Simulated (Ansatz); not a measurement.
Where the default PAW files enter, the runs use the earlier of Ansatz's two default sets.

Input:

```
CELL_PARAMETERS angstrom
      3.04757     0.00000     0.00000
      1.52378     6.14023     0.00000
      0.00000     1.38413     5.65035
ATOMIC_POSITIONS crystal
  Ga 0.34116 0.31768 0.68527
  Ga 0.65884 0.68232 0.31473
  Ga 0.90953 0.18094 0.20521
  Ga 0.09047 0.81906 0.79479
  O  0.50353 0.99294 0.74334
  O  0.49647 0.00706 0.25666
  O  0.82663 0.34674 0.43677
  O  0.17337 0.65326 0.56323
  O  0.16450 0.67100 0.10915
  O  0.83550 0.32900 0.89085
```

Space group of this cell: C2/m. The cell is taken as given; by r2SCAN its mean pressure is -1.5 GPa.

These are r2SCAN (plane waves, PAW; Ansatz, a quantum-chemistry and plane-wave program) values and carry that method's errors.

The current runs along the normal of the first two printed vectors; no spin-orbit coupling. Scaled by the factor s: both lengths across the current (ions clamped). Meshes 10×10×6 and 10×6 across the current in all rows.

```json
[
 {"s": "0.98", "mean pressure (GPa)": "7.6", "slowest mid-gap decay constant κ (1/Å)": "?"},
 {"s": "1.00", "mean pressure (GPa)": "-1.5", "slowest mid-gap decay constant κ (1/Å)": "0.228"},
 {"s": "1.02", "mean pressure (GPa)": "-8.9", "slowest mid-gap decay constant κ (1/Å)": "0.206"}
]
```

### Question
Take the slope of the slowest mid-gap decay constant κ against ln s from the two given rows, extrapolate to s = 0.98, and say what the run there gives.

### Answer
Slope = (0.206 − 0.228) / ln 1.02 = -1.11 1/Å. The line gives 0.228 + (-1.11) × ln 0.98 = 0.250 1/Å. The run gives 0.249 1/Å, 0.001 1/Å under the line, 6 % of the predicted step.
